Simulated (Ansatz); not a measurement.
BaTiO3: Ti vacancy, symmetric start

The reference is a 15-atom supercell of BaTiO₃ in the cubic perovskite structure (space group Pm-3m, No. 221; a = 3.970 Å) at its relaxed geometry.

Perturbation: one Ti atom is removed, atoms relaxed at fixed cell.

The values are results of PBEsol/PAW in Ansatz (a quantum-chemistry and plane-wave program), no SOC, not measurements. Γ-centred 4×5×5 mesh, Fermi–Dirac width 0.01 eV.

```yaml
pressure: 6.5 GPa (base 0.0 GPa)
energy_gained_by_relaxation: 0.80 eV
mean_distance_from_the_defect_site_to_its_nearest_host_atoms: 2.12 Å (base 1.98 Å)
```

Other magnetic orders, which the real material may have, were not ruled out. The cell is small, so the values are those of an ordered compound at a high defect concentration; dilute-limit values will differ. The mesh was chosen for an insulator and is coarse for the gapless case. The defect started on the symmetric site and kept its symmetry, so it may sit on a saddle. No Hubbard U is applied, and correlation can decide whether such a compound is a metal. Spin-polarised in the final run: Ti vacancy; the other runs are not. Many cubic perovskites are stable only at high temperature; tilts and polar distortions were not tested. The defect cell is spin-polarised and ends with 4.0 μB. This is not the structure that BaTiO3 has at room temperature and ambient pressure.
